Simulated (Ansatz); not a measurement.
# A computed series for C: carrier doping

The reference is C (space group I4/mmm, No. 139; a = 4.3564 Å, c = 2.4989 Å; a model cell, its experimental status unchecked).

Carriers are added at fixed cell with a uniform background; the Fermi–Dirac width is that of 300 K.

Method: DFT with PBEsol, PAW potentials and a 420 eV plane-wave cutoff in Ansatz (a program for electronic structure), without spin-orbit coupling.

Notes on the quantities. Fermi level from band edge: Fermi level relative to the doped band's edge (positive inside the band; to 0.05 eV).

```csv
electron density (10^21 cm⁻³),Fermi level from band edge (eV)
1.5,0.75
3,?
7,1.85
10,2.30
```

Task: Fit E_F = C n^s, fitted as a line in log–log form (a parabolic band gives s = 2/3) to the rows shown and predict the withheld row.

Result: Least squares on the printed values gives C = 0.59 eV, s = 0.59 (largest residual 0.01 eV); this predicts 1.13 eV, and the run gives 1.15 eV, in agreement.

Carriers are added with a uniform compensating background; total energy and stress of such cells depend on the potential's zero and are not compared; many-body gap narrowing is missing at this level. Stability against distortions was not tested. This is not the structure that C has at room temperature and ambient pressure.
